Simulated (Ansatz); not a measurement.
Parameter sweep on Cr₄Te₃Se (P-6m2, 8 atoms in the cell)

```xyz
8
Lattice="4.0469 0.0000 0.0000 -2.0235 3.5048 0.0000 0.0000 0.0000 12.5840" Properties=species:S:1:pos:R:3 pbc="T T T"
Cr     0.0000     0.0000     1.4955
Cr     0.0000     0.0000    11.0885
Cr     0.0000     0.0000     7.8734
Cr     0.0000     0.0000     4.7106
Te     2.0235     1.1683     6.2920
Te     0.0000     2.3365     3.1174
Te     0.0000     2.3365     9.4665
Se     2.0235     1.1683     0.0000
```
Moments meant for the start (each program seeds them in its own way; μB, in the order of the atoms Cr Cr Cr Cr Te Te Te Se): 3.0 3.0 3.0 3.0 0.0 0.0 0.0 0.0.

Base run A: PBEsol, default PAW files made with PBE in Ansatz (a program for electronic structure), self-consistent single point.

Its settings: kpoints.mp_grid.grid = 9 9 3; hamiltonian.xc = pbesol; hamiltonian.pseudopotentials = {kind: paw} (the program's default PAW files); magnetization.spin_polarized = true; scf.occupations.method = fermi_dirac; scf.occupations.width = 0.1 eV.

The starting cell comes from a database of computed structures (which also holds hypothetical and non-ambient phases and stackings), without a prior relaxation at this level. The magnetic order is the one reached from the typed start; others were not searched systematically. The program warned that, by what it read of turns of the moments, another magnetic order lies lower. In the base run, with a pressure of about -4 GPa the cell is away from its equilibrium volume at this level. Ansatz's pressure includes its estimate of the finite-basis (Pulay) stress.

ΔF is the free energy per atom less that of run A. 

Run A gave: pressure (GPa) -4.05; largest force (eV/Å) 0.080; size of the net moment (μB/atom) 1.93; iterations 16.

Runs:
- B: scf.mixing.algorithm, scf.mixing.beta = broyden, 0.02
- C: scf.mixing.algorithm, scf.mixing.beta = broyden, 0.05
- D: scf.mixing.algorithm, scf.mixing.beta = broyden, 0.1
- E: scf.mixing.algorithm, scf.mixing.beta = broyden, 0.2
- F: scf.mixing.algorithm, scf.mixing.beta = broyden, 0.3
- G: scf.mixing.algorithm, scf.mixing.beta = broyden, 0.5
- H: scf.mixing.algorithm, scf.mixing.beta = broyden, 0.7
- I: scf.mixing.algorithm, scf.mixing.beta = broyden, 0.9
- J: scf.mixing.algorithm, scf.mixing.beta = broyden, 1

Task: Which runs reach the base run's state, and which is quickest in iterations?

Result: Runs B, C, D, E, F, G, H, I, J gave the same state as A (within 1 meV/atom and 0.1 μB a site). The fewest iterations to that state were 16 (A, J); the most were 70.

| run | ΔF (meV/atom) | pressure (GPa) | largest force (eV/Å) | size of the net moment (μB/atom) | iterations |
|---|---|---|---|---|---|
| A | 0.00 | -4.05 | 0.080 | 1.93 | 16 |
| B | 0.00 | -4.05 | 0.080 | 1.93 | 70 |
| C | 0.00 | -4.05 | 0.080 | 1.93 | 40 |
| D | 0.00 | -4.05 | 0.080 | 1.93 | 34 |
| E | 0.00 | -4.05 | 0.080 | 1.93 | 25 |
| F | 0.00 | -4.05 | 0.080 | 1.93 | 21 |
| G | 0.00 | -4.05 | 0.080 | 1.93 | 17 |
| H | 0.00 | -4.05 | 0.080 | 1.93 | 17 |
| I | 0.00 | -4.05 | 0.080 | 1.93 | 17 |
| J | 0.00 | -4.05 | 0.080 | 1.93 | 16 |

Keys are those of Ansatz 0.2.
